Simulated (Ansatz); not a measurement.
**How far PBE and PBEsol part for hypothetical cubic perovskite KMnBr3, biaxial strain −3.47 %, plane normal [110], relaxed out of plane**

Base system: KMnBr$_{3}$ in the cubic perovskite structure (space group Pm-3m, No. 221; a = 5.364 Å; ferromagnetic; a hypothetical phase, not in the database extracts checked). Axes: x, y, z lie along the cube axes.

(Cell as relaxed with PBE.)

Levels (all Ansatz, an electronic-structure program, PAW): PBE (420 eV, no spin-orbit coupling); PBEsol (420 eV, no SOC).

Each level relaxes its own structure.

| base | PBE | PBEsol |
|---|---|---|
| volume per atom | 30.87 Å³ | 29.02 Å³ |
| lattice parameter a | 5.364 Å | 5.255 Å |
| band gap | 0.88 eV | 0.60 eV |
| largest site moment | 4.44 μB | 4.37 μB |

Now apply this change: compressive biaxial strain of 3.47 % in the plane normal to [110], as in epitaxy on a mismatched substrate; the out-of-plane cell vector and the atoms relax.

```tsv
quantity	PBE	PBEsol
shift of the gap caused by the change	-0.24 eV	-0.37 eV
largest site moment	4.37 μB	4.30 μB
pressure (mean of the normal stresses, compression positive)	1.21 GPa	1.37 GPa
magnetic state	ferromagnetic	ferromagnetic
```

PBE's shift of the gap caused by the change lies 0.13 eV above PBEsol's; PBE's largest site moment lies 0.07 μB above PBEsol's; PBE's pressure lies 0.155 GPa below PBEsol's; the two agree on the magnetic state. Neither level is exact; PBEsol is the comparison here, not a measurement.

Whether these cells are dynamically stable was not tested. No Hubbard U is applied and the magnetic state is the run's own (KMnBr3 ferromagnetic); small cells can't hold the antiferromagnetic order that many such compounds have, so gaps and moments can be off. Where the two band edges lie in opposite spin channels, the gap is a spin-flip gap. Many cubic perovskites are stable only at high temperature; tilts and polar distortions were not tested. A zero or small gap of KMnBr3 under biaxial strain −3.47 %, plane normal [110], relaxed out of plane can be the functional's error rather than a property of the material.
